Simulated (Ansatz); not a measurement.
Ti₃P₄ (model structure, started from the beta Si3N4 type, P6₃/m, No. 176, 14 atoms in the cell), treated with LDA in Ansatz (plane waves, PAW).

Input:

Ansatz 0.2 input:
```yaml
crystal:
  lattice:
    - [7.3776890908, 0.0, 0.0]
    - [-3.6888445454, 6.3892661739, 0.0]
    - [0.0, 0.0, 4.7924368311]
  atoms:
    - { symbol: Ti, position: [-0.0236539813, 0.6205202398, 0.25] }
    - { symbol: Ti, position: [0.3794797602, 0.3558257789, 0.25] }
    - { symbol: Ti, position: [0.6441742211, 1.0236539813, 0.25] }
    - { symbol: Ti, position: [1.0236539813, 0.3794797602, 0.75] }
    - { symbol: Ti, position: [0.6205202398, 0.6441742211, 0.75] }
    - { symbol: Ti, position: [0.3558257789, -0.0236539813, 0.75] }
    - { symbol: P, position: [0.2836080148, -0.0153359157, 0.25] }
    - { symbol: P, position: [1.0153359157, 0.2989439305, 0.25] }
    - { symbol: P, position: [0.7010560695, 0.7163919852, 0.25] }
    - { symbol: P, position: [0.7163919852, 1.0153359157, 0.75] }
    - { symbol: P, position: [-0.0153359157, 0.7010560695, 0.75] }
    - { symbol: P, position: [0.2989439305, 0.2836080148, 0.75] }
    - { symbol: P, position: [0.3333333333, 0.6666666667, 0.25] }
    - { symbol: P, position: [0.6666666667, 0.3333333333, 0.75] }
basis:
  ecutwfc: 520
  ecutrho_ratio: 4
  xc_grid: 2
kpoints:
  mp_grid: { grid: [6, 6, 8] }
  band_path:
    path:
      - [0.0, 0.0, 0.0]
      - [0.125, 0.0, 0.0]
      - [0.25, 0.0, 0.0]
      - [0.375, 0.0, 0.0]
      - [0.5, 0.0, 0.0]
      - [0.416667, 0.166667, 0.0]
      - [0.333333, 0.333333, 0.0]
      - [0.266667, 0.266667, 0.0]
      - [0.2, 0.2, 0.0]
      - [0.133333, 0.133333, 0.0]
      - [0.066667, 0.066667, 0.0]
      - [0.0, 0.0, 0.083333]
      - [0.0, 0.0, 0.166667]
      - [0.0, 0.0, 0.25]
      - [0.0, 0.0, 0.333333]
      - [0.0, 0.0, 0.416667]
      - [0.0, 0.0, 0.5]
      - [0.125, 0.0, 0.5]
      - [0.25, 0.0, 0.5]
      - [0.375, 0.0, 0.5]
      - [0.5, 0.0, 0.5]
      - [0.416667, 0.166667, 0.5]
      - [0.333333, 0.333333, 0.5]
      - [0.266667, 0.266667, 0.5]
      - [0.2, 0.2, 0.5]
      - [0.133333, 0.133333, 0.5]
      - [0.066667, 0.066667, 0.5]
      - [0.5, 0.0, 0.416667]
      - [0.5, 0.0, 0.333333]
      - [0.5, 0.0, 0.25]
      - [0.5, 0.0, 0.166667]
      - [0.5, 0.0, 0.083333]
      - [0.333333, 0.333333, 0.416667]
      - [0.333333, 0.333333, 0.333333]
      - [0.333333, 0.333333, 0.25]
      - [0.333333, 0.333333, 0.166667]
      - [0.333333, 0.333333, 0.083333]
    npoints: 1
hamiltonian:
  xc: lda
  dispersion: none
  pseudopotentials: { kind: paw }
scf:
  occupations: { method: fermi_dirac, width: 0.01 }
  convergence: { dr2_threshold: 0.0000000014 }
output:
  forces: true
  stress: true
  eigenvalues: true
  write_bands: true
```

Output (set-up and result lines):

```
Crystal: 14 atoms, lattice volume = 225.906 Å³
Basis set: ecut = 520 eV, 6131 PW (Γ), exchange–correlation on 120×120×72 points (8 copies of the dense FFT grid, shifted against one another)
Bands: 70, of which v1, the nominal top of the filled ones, is band 56 counted from 1 (55 counted from 0)
Symmetry: 12 space group operations
Space group: P63/m (ITA 176), of the structure as read, at distance tolerance 6.1e-5 Å
k-points: 40 of 288
Functional: x = slater, c = lda
SCF iter   1: F=—  HF=-20519.364036 eV  |F-HF|=—  |Δ(HF+E_count)|=         —  Δρ=7.68e-3  dr2=1.30e-1
SCF iter   2: F=—  HF=-20519.341040 eV  |F-HF|=—  |Δ(HF+E_count)|=   2.30e-2  Δρ=4.22e-3  dr2=3.50e-2
  ...
SCF iter   8: F=—  HF=-20519.333263 eV  |F-HF|=—  |Δ(HF+E_count)|=   2.08e-8  Δρ=2.00e-6  dr2=1.30e-8
SCF iter   9: F=-20519.333263 eV  HF=-20519.333263 eV  |F-HF|=3.06e-10  |Δ(HF+E_count)|=   1.35e-9  Δρ=5.37e-7  dr2=9.73e-10
SCF 1 converged in 9 iterations: F = -20519.333263 eV  dr2 = 9.73e-10
SCF converged after 9 iterations
Free energy (F): -20519.333263 eV
Internal energy: -20519.331942 eV  (E = F + TS)
E sigma→0 (E₀):  -20519.332602 eV
Fermi energy:    11.210982 eV
--- Forces (eV/Å), atoms counted from 1 ---
  atom   1  Ti     0.07574970     0.08119039     0.00000000
  atom   2  Ti    -0.10818779     0.02500597     0.00000000
  atom   3  Ti     0.03243809    -0.10619636     0.00000000
  atom   4  Ti    -0.07574970    -0.08119039     0.00000000
  atom   5  Ti     0.10818779    -0.02500597     0.00000000
  atom   6  Ti    -0.03243809     0.10619636     0.00000000
  atom   7  P      0.09090153     0.02389297     0.00000000
  atom   8  P     -0.06614268     0.06677655     0.00000000
  atom   9  P     -0.02475885    -0.09066952     0.00000000
  atom  10  P     -0.09090153    -0.02389297     0.00000000
  atom  11  P      0.06614268    -0.06677655     0.00000000
  atom  12  P      0.02475885     0.09066952     0.00000000
  atom  13  P      0.00000000    -0.00000000     0.00000000
  atom  14  P     -0.00000000     0.00000000     0.00000000
--- Stress (GPa, compression-positive) ---
       -2.929261       0.000000       0.000000
       -0.000000      -2.929261       0.000000
        0.000000       0.000000      -3.050198
  P = ⅓ Tr σ = -2.9696 GPa (-29.696 kbar)
```

The PAW data were made under PBE.

Note: the relaxation could raise the start's symmetry but not lower it, so the cell can be a saddle point. Note: cell and atoms aren't relaxed at this level (largest force component 0.11 eV/Å, pressure -3.0 GPa).

Cost on a shared machine: very roughly 60 core-seconds.

A model structure was made by putting elements into a prototype or built by hand; it is no filed structure, need not be a known phase, and can be a saddle point held by its symmetry.

Ansatz is a program for electronic structure.
